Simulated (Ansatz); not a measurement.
## B interstitial in monoclinic HfO2

Level of theory: PBE, PAW (plane waves to 420 eV; Ansatz, an electronic-structure program). Cell: 96 sites, 2×2×2; final energies on a 2×2×2 shifted mesh. Site at the start: void with 2O nearest, no. 2. Charged cells carry a point-charge image correction with potential alignment at far atoms. Dielectric constants: PBE linear response of the host. Host gap at this level: 4.04 eV. These values are not converged in cell size to better than tenths of an eV. PBE underestimates the host's gap, which shifts levels and can delocalise carriers. Spin–orbit coupling is left out, which matters for these heavy elements. Each state is the lowest found from its start.

Formation energies E_f are given with the Fermi level at the valence-band maximum. Chemical conditions: Hf-rich (Δμ(B) = -1.51 eV, bounded by HfB2 (P6/mmm); only phases computed here count, gases as isolated molecules at 0 K); O-rich (Δμ(B) = -5.92 eV, bounded by B2O3 (P3_121); only phases computed here count, gases as isolated molecules at 0 K). Reference phases: B: alpha boron.

The name describes the start; the neighbours show where the added atom ended.

```csv
charge,moment (μB),point group,largest move off a lattice site (Å),neighbours of the added atom at the end (Å),image correction with alignment (eV),"E_f, Hf-rich (eV)","E_f, O-rich (eV)"
+3,not spin-polarised,C1,0.73,"O 1.38, O 1.39, O 1.39, Hf 2.46, O 2.65, Hf 2.70",1.02,-3.32,1.09
+2,1.0,C1,0.66,"O 1.45, O 1.46, O 1.46, Hf 2.51, Hf 2.58, Hf 2.62",0.52,-0.12,4.29
+1,not spin-polarised,C1,0.66,"O 1.49, O 1.51, O 1.59, Hf 2.40, Hf 2.53, Hf 2.57, O 2.71",0.19,2.68,7.09
0*,1.0,C1,0.70,"O 1.48, O 1.49, O 1.59, Hf 2.38",–,–,–
```

* At this level the carrier isn't localised at the defect: at charge 0 electrons occupy the conduction band. Such a state is shallow or no state of the defect, and this cell gives it no level.

Point groups are those of the whole cell at tolerances of 0.03 and 0.1 Å ("near" where only the looser one holds); none is given for unsettled states.

Not the lowest form: the same atoms on another site or from another start ended lower, by 0.19 eV at charge +3. The levels below are those of this configuration alone.

Transition levels above the valence-band maximum: ε(+3/+2) = 3.20 eV; ε(+2/+1) = 2.80 eV.

Flagged in the runs: a host whose relaxation on this sampling wasn't shown to rest, a strain field that reaches the edge of the cell.
